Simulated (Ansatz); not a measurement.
Base system: BaTiO3 in the cubic perovskite structure (space group Pm-3m, No. 221).

```
CELL_PARAMETERS angstrom
      3.96988     0.00000     0.00000
      0.00000     3.96988     0.00000
      0.00000     0.00000     3.96988
ATOMIC_POSITIONS crystal
  Ba 0.00000 0.00000 0.00000
  Ti 0.50000 0.50000 0.50000
  O  0.50000 0.00000 0.50000
  O  0.00000 0.50000 0.50000
  O  0.50000 0.50000 0.00000
```

All numbers come from PBEsol (Ansatz, a program for electronic structure, PAW, scalar-relativistic without spin-orbit coupling).

Strains are applied to the cell and any free atomic positions relax.

One change was made to it. Results:

The band gap goes up by 0.037 eV (1.82 eV → 1.85 eV); the gap character is still indirect, R → Γ; the energy goes up by 2.3 meV/atom; the width of the top valence band stays 0.98 eV.

### Question
Which of these changes matches the shifts?
A. isotropic strain −0.60 %
B. isotropic strain −1.20 %
C. isotropic strain −1.80 %
D. isotropic strain −2.40 %
E. isotropic strain −3.00 %

### Answer
A, isotropic strain −0.60 %. For comparison, the energy relative to the base in the other runs: isotropic strain −1.80 % gives +22 meV/atom; isotropic strain −3.00 % gives +63 meV/atom; isotropic strain −2.40 % gives +40 meV/atom; isotropic strain −1.20 % gives +9.4 meV/atom.

No phonon test of stability was made. The final runs are not spin-polarised. Many cubic perovskites are stable only at high temperature; tilts and polar distortions were not tested. This is not the structure that BaTiO3 has at room temperature and ambient pressure.
